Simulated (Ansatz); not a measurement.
# Response to strain in MoS2

Consider MoS2 (space group P6_3/mmc, No. 194; a = 3.109 Å, c = 11.709 Å; layered, stacked along the Cartesian z axis).

Strains are applied to the cell and any free atomic positions relax.

All numbers come from PBEsol-D3(BJ) (Ansatz, a quantum-chemistry and plane-wave program), no spin-orbit coupling.

Notes on the quantities. energy relative to the base: free energy F.

```json
[
 {"case": "base", "smallest direct gap": "1.79 eV", "largest internal atomic displacement": "–", "energy relative to the base": "0 meV/atom", "hole mass": "1.1 mₑ along c, 0.50 mₑ across (at Γ)", "band gap": "0.52 eV"},
 {"case": "isotropic strain −3.00 %", "smallest direct gap": "1.46 eV", "largest internal atomic displacement": "0.070 Å", "energy relative to the base": "+41 meV/atom", "hole mass": "1.3 mₑ along c, 0.45 mₑ across (at Γ)", "band gap": "0.22 eV"},
 {"case": "isotropic strain −2.40 %", "smallest direct gap": "1.58 eV", "largest internal atomic displacement": "0.057 Å", "energy relative to the base": "+25 meV/atom", "hole mass": "1.2 mₑ along c, 0.46 mₑ across (at Γ)", "band gap": "0.29 eV"},
 {"case": "isotropic strain −1.80 %", "smallest direct gap": "1.70 eV", "largest internal atomic displacement": "0.043 Å", "energy relative to the base": "+14 meV/atom", "hole mass": "1.2 mₑ along c, 0.47 mₑ across (at Γ)", "band gap": "0.36 eV"},
 {"case": "isotropic strain −1.20 %", "smallest direct gap": "1.81 eV", "largest internal atomic displacement": "0.029 Å", "energy relative to the base": "+6.1 meV/atom", "hole mass": "1.2 mₑ along c, 0.48 mₑ across (at Γ)", "band gap": "0.42 eV"},
 {"case": "isotropic strain −0.60 %", "smallest direct gap": "1.86 eV", "largest internal atomic displacement": "0.014 Å", "energy relative to the base": "+1.5 meV/atom", "hole mass": "1.2 mₑ along c, 0.49 mₑ across (at Γ)", "band gap": "0.47 eV"}
]
```

Masses are band curvatures over ±0.01 Å⁻¹ around the edge. Whether these cells are dynamically stable was not tested. The zero or small gap of MoS2 under isotropic strain −3.00 % and MoS2 under isotropic strain −2.40 % can change with the level of theory.
